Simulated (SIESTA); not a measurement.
Worked example: relaxation of the atoms of BPd6 (C2/c, 14 atoms in the cell) in SIESTA.

Method of the run: SIESTA with LDA PW92, numerical atomic orbitals DZP, PseudoDojo LDA standard norm-conserving potentials (rewritten from UPF to PSML).

```
BPd6
1.0
    2.47519    -4.27614     0.00000
    2.47519     4.27614     0.00000
   -1.63648     0.00000     9.30410
B Pd
2 12
Direct
  0.91761   0.08239   0.25000
  0.08239   0.91761   0.75000
  0.04051   0.21545   0.62214
  0.95949   0.78455   0.37786
  0.78455   0.95949   0.87786
  0.21545   0.04051   0.12214
  0.30061   0.46637   0.37743
  0.69939   0.53363   0.62257
  0.53363   0.69939   0.12257
  0.46637   0.30061   0.87743
  0.87500   0.38242   0.12249
  0.12500   0.61758   0.87751
  0.61758   0.12500   0.37751
  0.38242   0.87500   0.62249
```

Reference input (self-consistent single point, DFT, LDA PW92, numerical atomic orbitals DZP, PseudoDojo LDA standard norm-conserving potentials (rewritten from UPF to PSML)): XC.functional = LDA; XC.authors = PW92; potentials = PseudoDojo LDA standard; PAO.BasisSize = DZP; PAO.EnergyShift = 0.01 Ry; MeshCutoff = 400 Ry; kgrid.MonkhorstPack = 7 7 3; OccupationFunction = FD; ElectronicTemperature = 0.1 eV; MaxSCFIterations = 150; SCF.Mixer.Method = Pulay; SCF.Mixer.Weight = 0.1. This run's input differs from it in these lines:

```diff
@@ -53,2 +53,5 @@
 Diag.ParallelOverK           true
+MD.TypeOfRun                 FIRE
+MD.Steps                     40
+MD.MaxForceTol               0.02 eV/Ang
 WriteForces                  true
```

Log, with long lists cut:

```
        iscf     Eharris(eV)        E_KS(eV)     FreeEng(eV)     dDmax    Ef(eV) dHmax(eV)
   scf:    1   -44141.274041   -44214.072949   -44214.474131  1.465966 -4.991267  4.629798
   scf:    2   -44221.450209   -44218.086227   -44218.459606  0.043339 -5.213410  2.659245
   scf:    3   -44222.034496   -44220.915414   -44221.241290  0.074139 -5.607417  0.496420
   scf:    4   -44221.030910   -44220.981045   -44221.302327  0.011690 -5.663132  0.313991
   scf:    5   -44221.016921   -44221.006684   -44221.326503  0.011245 -5.708650  0.039319
   scf:    6   -44221.007250   -44221.007330   -44221.327847  0.000731 -5.709601  0.036206
   scf:    7   -44221.004552   -44221.006273   -44221.328790  0.002214 -5.709488  0.023615
   scf:    8   -44221.006537   -44221.006437   -44221.328918  0.000134 -5.709807  0.006983
   scf:    9   -44221.006417   -44221.006430   -44221.328935  0.000104 -5.709977  0.002992
   scf:   10   -44221.006329   -44221.006382   -44221.328940  0.000136 -5.710231  0.003722
   scf:   11   -44221.006383   -44221.006383   -44221.328941  0.000053 -5.710311  0.000693
SCF Convergence by DM+H criterion
max |DM_out - DM_in|         :     0.0000530042
max |H_out - H_in|      (eV) :     0.0006932020
SCF cycle converged after 11 iterations

Using DM_out to compute the final energy and forces

siesta: E_KS(eV) =           -44221.0064

siesta: E_KS - E_eggbox =    -44221.0064

siesta: Atomic forces (eV/Ang):
     1   -0.000000    0.007141    0.000006
     2   -0.000000   -0.007141   -0.000006
     3    0.011975    0.028335   -0.027035
     4   -0.011975   -0.028334    0.027030
     5   -0.011976    0.028335    0.027036
     6    0.011976   -0.028335   -0.027031
     7    0.018439   -0.012338   -0.006600
     8   -0.018439    0.012338    0.006597
     9   -0.018440   -0.012338    0.006599
    10    0.018441    0.012338   -0.006596
    11    0.010484    0.011527    0.014324
   [... lines left out ...]
outcell: Cell volume (Ang**3)        :    196.9533
        iscf     Eharris(eV)        E_KS(eV)     FreeEng(eV)     dDmax    Ef(eV) dHmax(eV)
outcell: Cell volume (Ang**3)        :    196.9533
        iscf     Eharris(eV)        E_KS(eV)     FreeEng(eV)     dDmax    Ef(eV) dHmax(eV)
siesta: FreeEng =    -44221.329264
   [... lines left out ...]
siesta:     0.079761   -0.000000   -0.000391
siesta:    -0.000000    0.079466   -0.000000
siesta:    -0.000391   -0.000000    0.078625

siesta: Cell volume =        196.953337 Ang**3

siesta: Pressure (static):
siesta:                Solid            Molecule  Units
siesta:          -0.00086351         -0.00086325  Ry/Bohr**3
siesta:          -0.07928412         -0.07925981  eV/Ang**3
siesta:        -127.02715796       -126.98821626  kBar
```

The run converged. 

Summary of the result:
Free energy E − TS: -44221.3293 eV
Fermi level (on the code's own zero): -5.71 eV
Pressure: -12.70 GPa
Largest force (vector length): 0.019 eV/Å
Relaxation steps: 3

The starting cell comes from a database of computed structures (which also holds hypothetical and non-ambient phases and stackings), without a prior relaxation at this level. Spin polarisation is off. Values carry the incompleteness of an atom-centred basis.

Cost on one core of a shared machine: roughly 6 min.
